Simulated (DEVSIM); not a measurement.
Device: GaP/Si n-p heterojunction, at 250 K.

| layer (left to right) | material | thickness (μm) | Nd (cm⁻³) | Na (cm⁻³) | τn (s) | τp (s) |
|---|---|---|---|---|---|---|
| 1 | GaP | 0.760 | 7e16 | - | 3.1e-7 | 3.1e-7 |
| 2 | Si | 0.230 | - | 4.3e15 | 3.1e-7 | 3.1e-7 |

Left contact: ohmic. Right contact: ohmic. Voltage is applied to the left contact. Recombination: SRH at mid-gap, radiative. Mobility is constant in doping.

This is a model device: material constants are rounded textbook-type values typed into the input, and sizes, dopings and lifetimes were drawn at random. Values at 300 K; Nc and Nv go as T^1.5, mobilities as T to minus their exponent, the gap by Varshni's rule with the affinity fixed.

```
parameter             GaP        Si
----------------  -------  --------
gap (eV)             2.26     1.124
affinity (eV)         3.8      4.05
permittivity         11.1      11.7
Nc (cm⁻³)          1.8e19   2.86e19
Nv (cm⁻³)          1.9e19    3.1e19
μn (cm²/Vs)           250      1417
μp (cm²/Vs)           150       470
T exponent of μn      1.6       2.3
T exponent of μp     1.98       2.2
B (cm³/s)           1e-13   4.7e-15
Varshni α (eV/K)  0.00058  0.000473
Varshni β (K)         372       636
```

DEVSIM, 1D drift-diffusion, Boltzmann statistics, complete ionisation; no tunnelling, impact ionisation, image-force lowering or self-heating. Band offsets follow the typed affinities; no thermionic-emission limit at abrupt steps, no polarisation charge.

Q: Give the dark forward current.

A: 
```
V (V)  J (A/cm²)
-----  ---------
-0.05   -2.3e-10
-0.10    -1.8e-9
-0.20    -1.2e-7
-0.25    -1.1e-6
-0.35    -9.0e-5
-0.40   -0.00079
-0.50     -0.057
-0.55      -0.44
-0.65        -12
-0.70        -39
-0.80       -250
-0.85       -530
-0.95      -1800
-1.00      -2800
```
